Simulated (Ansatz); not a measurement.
**Harmonic thermodynamics of BaCuSF (P4/nmm)**

Per mole of formula units at the relaxed static volume; finite displacements on a 3×3×2 mesh, Ansatz (an electronic-structure program), PBEsol functional, plane-wave PAW, k mesh 6×6×2; sums on an interpolated 6×6×4 mesh. The cell is a database entry relaxed within its symmetry; it need not be the phase found at ambient conditions. Dynamical quadrupoles are not included in the interpolation of the phonons between the solved wave vectors. Zero-point energy 11.72 kJ/mol.

| T (K) | F_vib (kJ/mol) | S (J/mol/K) | C_V (J/mol/K) |
|---|---|---|---|
| 100 | 9.68 | 51.8 | 64.0 |
| 150 | 6.34 | 81.0 | 79.5 |
| 200 | 1.67 | 105.1 | 87.2 |
| 250 | ___ | ___ | ___ |
| 300 | -10.79 | 141.9 | 93.7 |
| 400 | -26.40 | 169.2 | 96.2 |
| 600 | -64.45 | 208.7 | 98.1 |
| 800 | -109.15 | 237.0 | 98.8 |
| 1000 | -158.84 | 259.1 | 99.1 |

### Question
Fill in the missing entries.

### Answer

- 250, F_vib (kJ/mol): -4.10
- 250, S (J/mol/K): 125.0
- 250, C_V (J/mol/K): 91.3

Whether this phase is the stable one at each condition was not tested.

The PAW data sets were generated under PBE and serve the other functionals too.
